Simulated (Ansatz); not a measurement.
Results of PBE-D3(BJ) (PAW; Ansatz, an electronic-structure program) for BGeCN (model structure, started from the AlSiCN type, P3m1, No. 156, 4 atoms in the cell).

Run with plane-wave cutoff 520 eV, 12×12×8 k mesh (along the axes of the cell as run), Fermi–Dirac smearing 0.01 eV, scalar-relativistic PAW data made under PBE.

Cell (relaxed at this level):

```
CELL_PARAMETERS angstrom
      2.95645     0.00000     0.00000
     -1.47822     2.56036     0.00000
      0.00000     0.00000     4.79446
ATOMIC_POSITIONS crystal
  B  0.33333 0.66667 0.48819
  Ge 0.66667 0.33333 0.00296
  C  0.33333 0.66667 0.15730
  N  0.66667 0.33333 0.60155
```

### Question
Estimate the band gap and smallest direct gap on the k points sampled that the calculation returns.

### Answer

band gap: 2.09 eV (indirect)
smallest direct gap on the k points sampled: 2.33 eV

Note: the relaxation could raise the start's symmetry but not lower it, so the cell can be a saddle point.

Spin–orbit coupling is not included.

A model structure was made by putting elements into a prototype or built by hand; it is no filed structure, need not be a known phase, and can be a saddle point held by its symmetry.
